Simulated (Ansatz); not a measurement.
CaNbO2F (model structure, started from the SrVO2H type, P4/mmm, No. 123, 5 atoms in the cell) was calculated with r²SCAN in Ansatz (PAW).

Run with plane-wave cutoff 560 eV, 14×14×14 k mesh, Fermi–Dirac smearing 0.05 eV, spin-polarised with parallel moments, scalar-relativistic PAW data made under PBE.

Cell (relaxed at this level):

```
CaNbFO2
1.0
    4.05129     0.00000     0.00000
    0.00000     4.05129     0.00000
    0.00000     0.00000     4.16878
Ca Nb O F
1 1 2 1
Direct
  0.50000   0.50000   0.50000
  0.00000   0.00000   0.00000
  0.50000   0.00000   0.00000
  0.00000   0.50000   0.00000
  0.00000   0.00000   0.50000
```
Starting moments (μB, in the order of the record's atoms Ca Nb O O F): 0.0 1.0 0.0 0.0 0.0.

### Question
Give the computed bulk modulus B0.

### Answer

* **bulk modulus B0**: 133 GPa

Note: the magnetic order was assumed, not searched for or taken from measurement; the bulk modulus is −V dP/dV from two relaxed cells at ±2 % in volume; the relaxation could raise the start's symmetry but not lower it, so the cell can be a saddle point; functionals without U or exact exchange can leave correlated insulators metallic, so the missing gap need not be real.

Static lattice: no zero-point or thermal effects.

A model structure was made by putting elements into a prototype or built by hand; it is no filed structure, need not be a known phase, and can be a saddle point held by its symmetry.

Ansatz is an electronic-structure program.
